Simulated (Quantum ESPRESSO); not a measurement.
How a calculation on PrPd3 (Pm-3m, 4 atoms in the cell) responds to its settings

```yaml
crystal:
  lattice:
    - [4.18867, 0.00000, 0.00000]
    - [0.00000, 4.18867, 0.00000]
    - [0.00000, 0.00000, 4.18867]
  atoms:
    - { symbol: Pr, position: [0.00000, 0.00000, 0.00000], spin: 2.0 }
    - { symbol: Pd, position: [0.00000, 0.50000, 0.50000] }
    - { symbol: Pd, position: [0.50000, 0.00000, 0.50000] }
    - { symbol: Pd, position: [0.50000, 0.50000, 0.00000] }
```
(The spins are starting values, not results.)

Base run A: LDA (PZ), SSSP 1.1.2 efficiency (PBE) pseudopotentials (Quantum ESPRESSO 7.5), self-consistent single point.

Its settings: ecutwfc = 60 Ry; ecutrho = 480 Ry; occupations = smearing; smearing = marzari-vanderbilt; degauss = 0.0099958 Ry; nspin = 2; input_dft = pz; potentials = {Pr: Pr.GGA-PBE-paw-v1.0.UPF, Pd: Pd_ONCV_PBE-1.0.oncvpsp.upf}; K_POINTS = automatic 4 4 4 1 1 1; conv_thr = 1e-10 Ry; mixing_beta = 0.4.

The starting cell comes from a database of computed structures (which also holds hypothetical and non-ambient phases and stackings), without a prior relaxation at this level. With one magnetic atom in the cell only a parallel order is possible. With U or open f shells several self-consistent states can exist. The f electrons are in the valence without U or exact exchange, which can misplace them near the Fermi level. Spin-orbit terms, which matter for f shells, are left out. In the base run, with a pressure of about -14 GPa the cell is away from its equilibrium volume at this level. Without a gap this mesh is coarse (it stands for a supercell whose shortest vector is 17 Å).

ΔF is the free energy per atom less that of run A. 

Run A gave: pressure (GPa) -13.62; size of the net moment (μB/atom) 0.38; iterations 22.

Runs:
- B: mixing_beta, mixing_mode = 0.2, plain
- C: mixing_beta, mixing_mode = 0.5, plain
- D: mixing_beta, mixing_mode = 0.2, TF
- E: mixing_beta, mixing_mode = 0.5, TF
- F: mixing_beta, mixing_mode = 0.2, local-TF
- G: mixing_beta, mixing_mode = 0.5, local-TF

Problem. Which runs reach the base run's state, and which is quickest in iterations?

Solution. Runs B, C, D, E, F, G reached the same state as A (within 1 meV/atom and 0.1 μB a site). The fewest iterations to that state were 19 (F); the most were 26.

```tsv
run	ΔF (meV/atom)	pressure (GPa)	size of the net moment (μB/atom)	iterations
A	0.00	-13.62	0.38	22
B	0.00	-13.62	0.38	23
C	0.00	-13.62	0.38	23
D	0.00	-13.62	0.38	26
E	0.00	-13.62	0.38	22
F	0.00	-13.62	0.38	19
G	0.00	-13.62	0.38	22
```
